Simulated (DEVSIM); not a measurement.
System: abrupt Si n-p junction, at 300 K.

Layer 1 from the left is Si, thickness (μm) 1.40, Nd (cm⁻³) 1.5e18, τn (s) 2.9e-7, τp (s) 2.9e-7. Layer 2 from the left is Si, thickness (μm) 67.0, Na (cm⁻³) 2.4e14, τn (s) 2.9e-7, τp (s) 2.9e-7.

Left contact: ohmic. Right contact: ohmic. Voltage is applied to the left contact. Recombination: SRH at mid-gap, Auger. Gap narrowing is on: ΔEg = 6.92 meV × (l + √(l² + 0.5)), l = ln(N/1.3e17 cm⁻³), shared equally by both band edges. Mobility is μmin + (μ − μmin)/(1 + (N/Nref)^α).

Constants are typed, rounded textbook-type inputs, not results; the design itself was drawn at random and stands for no fabricated device. Values at 300 K.

Si: gap (eV) 1.124, affinity (eV) 4.05, permittivity 11.7, Nc (cm⁻³) 2.86e19, Nv (cm⁻³) 3.1e19, μn (cm²/Vs) 1417, μp (cm²/Vs) 470, μn,min 52, μp,min 45, Nref,n 9.7e16, Nref,p 2.2e17, αn 0.68, αp 0.72, Cn (cm⁶/s) 2.8e-31, Cp (cm⁶/s) 9.9e-32.

Model (solved in DEVSIM): 1D drift-diffusion, Boltzmann statistics, complete ionisation; no tunnelling, impact ionisation, image-force lowering or self-heating.

What does the simulation give for the dark forward voltage at 1 A/cm², the potential step across the device at zero bias, the largest field in the device at zero bias, the dark forward voltage at 100 A/cm²?

dark forward voltage at 1 A/cm² 0.625 V; potential step across the device at zero bias 0.726 V; largest field in the device at zero bias 54000 V/cm; dark forward voltage at 100 A/cm² 1.165 V.
